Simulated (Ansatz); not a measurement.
Take ZnS in the wurtzite structure (space group P6_3mc, No. 186; a = 3.807 Å, c = 6.246 Å) as the base.

All numbers come from Ansatz (a program for electronic structure) r2SCAN, no spin-orbit coupling, earlier PAW set.

The change: O takes the place of S on all its sites; the structure is relaxed again.

Measured band gap: ZnS 3.91 eV (temperature not stated; as listed in Mehmet Aras, Çetin Kılıç, The Journal of Chemical Physics (2014)); ZnO 3.6 eV (static lattice; corrected from measurement; as listed in Wei Chen et al., Physical Review Materials (2018)).

### Question
How well does r2SCAN reproduce the measured shift?

### Answer
With r2SCAN the band gap moves by -1.54 eV (2.77 → 1.23) against -0.31 eV measured. The two measured values stand on different bases (one corrected, one not), which blurs small differences.

No phonon test of stability was made.
